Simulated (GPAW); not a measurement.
A self-consistent single point of IrPd3 (I4/mmm, 4 atoms in the cell) with GPAW

Computed with LDA (Perdew-Wang 92), GPAW PAW datasets LDA (gpaw-data 1.0.1) (plane waves; GPAW).

Input:

```python
from ase import Atoms
from ase.units import GPa
from gpaw import GPAW

atoms = Atoms(['Pd', 'Pd', 'Pd', 'Ir'],
              cell=[[-1.969465, 1.969465, 3.892850],
                    [1.969465, -1.969465, 3.892850],
                    [1.969465, 1.969465, -3.892850]],
              scaled_positions=[[0.750000, 0.250000, 0.500000],
                                [0.250000, 0.750000, 0.500000],
                                [0.500000, 0.500000, 0.000000],
                                [0.000000, 0.000000, 0.000000]],
              pbc=True)

calc = GPAW(mode={'name': 'pw', 'ecut': 550},
            xc='LDA',
            kpts={'size': (8, 8, 8), 'gamma': True},
            occupations={'name': 'methfessel-paxton', 'width': 0.2, 'order': 0},
            nbands=-8,
            convergence={'density': 1e-05},
            symmetry={'symmorphic': False, 'tolerance': 0.0005},
            maxiter=100)

atoms.calc = calc

energy = atoms.get_potential_energy()
print('Energy (eV):', round(energy, 6))
forces = atoms.get_forces()
print('Forces (eV/Ang):')
print(forces.round(5))
stress = atoms.get_stress()
print('Stress (GPa, Voigt):', (stress / GPa).round(4))
```

Log, with long lists cut:

```
Input parameters:
  convergence: {density: 1e-05}
  kpts: {gamma: True,
         size: (8, 8, 8)}
  maxiter: 100
  mode: {ecut: 550,
         name: pw}
  nbands: -8
  occupations: {name: methfessel-paxton,
                order: 0,
                width: 0.2}
  symmetry: {symmorphic: False,
             tolerance: 0.0005}

species:
  Pd:
    name: Palladium
    Z: 46.0
    valence: 16
    core: 30
    charge: 0.0
    file: Pd.LDA.gz

    # Using partial waves for Pd as LCAO basis

  Ir:
    name: Iridium
    Z: 77.0
    valence: 15
    core: 62
    charge: 0.0
    file: Ir.LDA.gz

    # Using partial waves for Ir as LCAO basis

Reference energy: -895506.472254  # eV

Spin-paired calculation

Convergence criteria:
 Maximum [total energy] change in last 3 cyles: 0.0005 eV / valence electron
 Maximum integral of absolute [dens]ity change: 1e-05 electrons / valence electron
 Maximum integral of absolute [eigenst]ate change: 4e-08 eV^2 / valence electron
 Maximum number of scf [iter]ations: 100

Symmetries present (total): 16
Symmetries with fractional translations: 0
512 k-points: 8 x 8 x 8 Monkhorst-Pack grid + [1/16,1/16,1/16]
59 k-points in the irreducible part of the Brillouin zone
       k-points in crystal coordinates                weights
   0:     0.00000000    0.00000000    0.00000000          1/512
   1:     0.12500000   -0.12500000    0.00000000          4/512
   2:     0.12500000   -0.12500000    0.12500000          4/512
   [... 7 lines left out ...]
          ...
  58:     0.50000000    0.50000000    0.50000000          1/512

Wave functions: Plane wave expansion
  Cutoff energy: 550.000 eV
  Number of coefficients (min, max): 1742, 1796
  Pulay-stress correction: 0.000000 eV/Ang^3 (de/decut=0.000000)

Occupation numbers: Methfessel-Paxton:
  width: 0.2000  # eV
  order: 0

Eigensolver

Densities:
  Coarse grid: 27*27*27 grid
  Fine grid: 54*54*54 grid
  Total Charge: 0.000000

Density mixing:
  Method: separate
  Backend: pulay
  Linear mixing parameter: 0.05
  old densities: 5
  Damping of long wavelength oscillations: 50

Hamiltonian:
  XC and Coulomb potentials evaluated on a 54*54*54 grid
  External potential:
    NoExternalPotential

Number of atoms: 4
Number of atomic orbitals: 48
Number of bands in calculation: 39
Number of valence electrons: 63
Bands to converge: occupied

Density initialized from atomic densities
  39 bands from LCAO basis set

Atomic positions and initial magnetic moments

Positions:
   0 Pd    -0.000000    1.969465    1.946425    ( 0.0000,  0.0000,  0.0000)
   1 Pd     1.969465    0.000000    1.946425    ( 0.0000,  0.0000,  0.0000)
   2 Pd     0.000000    0.000000    3.892850    ( 0.0000,  0.0000,  0.0000)
   3 Ir     0.000000    0.000000    0.000000    ( 0.0000,  0.0000,  0.0000)

Unit cell:
           periodic     x           y           z      points  spacing
  1. axis:    yes   -1.969465    1.969465    3.892850    27     0.1302
  2. axis:    yes    1.969465   -1.969465    3.892850    27     0.1302
  3. axis:    yes    1.969465    1.969465   -3.892850    27     0.1032

  Lengths:   4.786634   4.786634   4.786634
  Angles:  131.407976 131.407976  71.165687

Effective grid spacing dv^(1/3) = 0.1453

     iter     time        total  log10-change:
                         energy   eigst   dens
iter:   1 --:--:--   -35.572618
iter:   2 --:--:--   -30.936360   -0.97  -1.14
iter:   3 --:--:--   -27.824899   -0.42  -1.21
iter:   4 --:--:--   -27.955518   -1.00  -1.44
iter:   5 --:--:--   -26.173501   -1.14  -1.37
iter:   6 --:--:--   -26.231724   -1.14  -1.78
iter:   7 --:--:--   -25.895503   -2.10  -1.91
iter:   8 --:--:--   -25.823830   -2.44  -2.22
iter:   9 --:--:--   -25.813443   -3.42  -2.51
iter:  10 --:--:--   -25.812621c  -4.02  -3.01
iter:  11 --:--:--   -25.812675c  -4.74  -3.30
iter:  12 --:--:--   -25.812795c  -4.56  -3.35
iter:  13 --:--:--   -25.812636c  -4.96  -3.42
iter:  14 --:--:--   -25.812656c  -5.68  -4.09
iter:  15 --:--:--   -25.812659c  -6.60  -4.15
iter:  16 --:--:--   -25.812661c  -7.21  -4.32
iter:  17 --:--:--   -25.812647c  -7.26  -4.34
iter:  18 --:--:--   -25.812637c  -6.62  -4.43
iter:  19 --:--:--   -25.812637c  -7.33  -4.37
iter:  20 --:--:--   -25.812646c  -7.78c -4.60
iter:  21 --:--:--   -25.812654c  -8.03c -4.72
iter:  22 --:--:--   -25.812649c  -7.82c -4.80
iter:  23 --:--:--   -25.812646c  -8.74c -4.89
iter:  24 --:--:--   -25.812646c  -9.41c -4.99
iter:  25 --:--:--   -25.812648c  -8.79c -5.04c

Converged after 25 iterations.

Dipole moment: (-0.000000, 0.000000, 0.000000) |e|*Ang

Energy contributions relative to reference atoms: (reference = -895506.472254)

Kinetic:        -28.092012
Potential:      +12.232156
External:        +0.000000
XC:              -9.060128
Entropy (-ST):   -0.145004
Local:           -0.820161
SIC:             +0.000000
--------------------------
Free energy:    -25.885150
Extrapolated:   -25.812648

Showing only first 2 kpts
 Kpt  Band  Eigenvalues  Occupancy
  0    29     10.07091    0.68138
  0    30     10.37347    0.01077
  0    31     10.37347    0.01077
  0    32     10.84254    0.00000

  1    29      9.61735    1.99484
  1    30      9.75241    1.93447
  1    31     10.27494    0.06384
  1    32     10.40596    0.00544

Fermi level: 10.01285

No gap
No difference between direct/indirect transitions
Energy (eV): -25.812648

Forces in eV/Ang:
  0 Pd    0.00000    0.00000    0.00000
  1 Pd   -0.00000    0.00000    0.00000
  2 Pd    0.00000   -0.00000    0.00000
  3 Ir    0.00000   -0.00000   -0.00000

Stress tensor:
     0.103233     0.000000     0.000000
     0.000000     0.103233     0.000000
     0.000000     0.000000     0.102769
Stress (GPa, Voigt): [16.5398 16.5398 16.4653  0.      0.      0.    ]
```

The run converged in 25 iterations. GPAW prints stress with tension positive.

The starting cell comes from a database of computed structures (which also holds hypothetical and non-ambient phases and stackings), without a prior relaxation at this level. Spin-orbit coupling is off. Spin polarisation is off. With a pressure of about -17 GPa the cell is away from its equilibrium volume at this level.

Cost on one core of a shared machine: roughly 6 min.
